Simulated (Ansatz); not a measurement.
Consider C in the diamond structure (space group Fd-3m, No. 227; a = 3.560 Å). Axes: x, y, z lie along the cube axes.

The values are results of Ansatz (an electronic-structure program) r2SCAN, no SOC, not measurements.

Strains are applied to the cell and any free atomic positions relax; under biaxial strain the out-of-plane vector relaxes too.

One change was made to it. Results:

```tsv
quantity	base	after
volume per atom	5.64 Å³	5.74 Å³
energy relative to the base (free energy F)	0 meV/atom	+4.2 meV/atom
valence-band top at Γ (three highest levels, from the VBM)	0.00, 0.00, 0.00 eV	0.00, -0.19, -0.19 eV
```

Which change produced these results?
A) biaxial strain +1.50 %, plane normal [001], relaxed out of plane
B) biaxial strain +1.00 %, plane normal [001], relaxed out of plane
C) biaxial strain +3.00 %, plane normal [001], relaxed out of plane

B, biaxial strain +1.00 %, plane normal [001], relaxed out of plane. For comparison, the energy relative to the base in the other runs: biaxial strain +3.00 %, plane normal [001], relaxed out of plane gives +36 meV/atom; biaxial strain +1.50 %, plane normal [001], relaxed out of plane gives +9.3 meV/atom.

The levels and masses belong to the bands next to the band gap. Whether these cells are dynamically stable was not tested.
